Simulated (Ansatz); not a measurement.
Tunnelling through a barrier is set by its complex band structure: the current falls as exp(−2κd) with the smallest κ.

Here is the system:

```
CELL_PARAMETERS angstrom
      2.56397     0.00000     0.00000
      0.00000     3.62600     0.00000
      1.28198    -1.81300     1.28198
ATOMIC_POSITIONS crystal
  B  0.00000 0.00000 0.00000
  N  0.50000 0.75000 0.00000
```

Space group of this cell: F-43m, zinc blende. The cell is taken as given; by r2SCAN its mean pressure is -5.2 GPa.

Transport runs along the normal of the first two printed cell vectors, the (110) plane of the conventional cell.

The gap is the functional's own. No spin-orbit coupling. Mid-gap values are interpolated on the energy grid.

### Question
Estimate the band gap and the smallest decay constant κ at mid-gap that r2SCAN (Ansatz, an electronic-structure program) returns for this system.

### Answer
Gap 4.99 eV on a 22×22×22 mesh; κ = 0.347 1/Å, at the zone centre.
